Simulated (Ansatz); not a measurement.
The parent structure is Bi (space group R-3m, No. 166; a = 4.5203 Å, c = 12.0483 Å (hexagonal axes); layered; relaxed with 0.1 eV smearing). Axes: x lies along a and z along c of the hexagonal cell.

Level of theory: Ansatz (an electronic-structure program), r2SCAN+rVV10, PAW, cutoff 500 eV, without spin-orbit coupling, earlier PAW set.

The change: uniaxial strain ε_yy = +0.83 %, all other strain components held at zero, atoms relaxed at fixed cell.

**Question.** How does this affect the energy relative to the base?

**Answer.** The energy increases by 0.6 meV/atom.

**Question.** What happens to the stress?

**Answer.** The stress (xx, yy, zz, yz, xz, xy; compression positive) amounts to (-0.2, -0.6, -0.2, -0.1, 0.0, 0.0) GPa.

No phonon test of stability was made.
